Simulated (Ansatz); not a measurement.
HfO2, pressure series

Base system: HfO₂ (space group P4_2/nmc, No. 137; a = 3.605 Å, c = 5.265 Å).

Cell and atoms are relaxed at each pressure.

Computed with PBE (Ansatz, a quantum-chemistry and plane-wave program; PAW; 420 eV plane waves; no spin-orbit coupling), earlier PAW set.

```csv
variant,band gap,lattice parameter a,c/a ratio
base,4.67 eV,3.605 Å,1.461
pressure −2 GPa,4.67 eV,3.615 Å,1.466
pressure −1 GPa,4.67 eV,3.610 Å,1.463
pressure 0.3 GPa,4.67 eV,3.603 Å,1.460
pressure 0.7 GPa,4.67 eV,3.601 Å,1.459
pressure 1.5 GPa,4.67 eV,3.597 Å,1.457
pressure 3 GPa,4.67 eV,3.590 Å,1.454
pressure 5 GPa,4.67 eV,3.581 Å,1.450
pressure 7.5 GPa,4.64 eV,3.570 Å,1.446
pressure 10 GPa,4.62 eV,3.559 Å,1.442
```

With Hf present, leaving out spin-orbit coupling can change the band edges. Load acts through the strain it causes; cell and atoms are relaxed under it. Whether these cells are dynamically stable was not tested. Competing high-pressure phases were not computed. This is not the structure that HfO2 has at room temperature and ambient pressure.
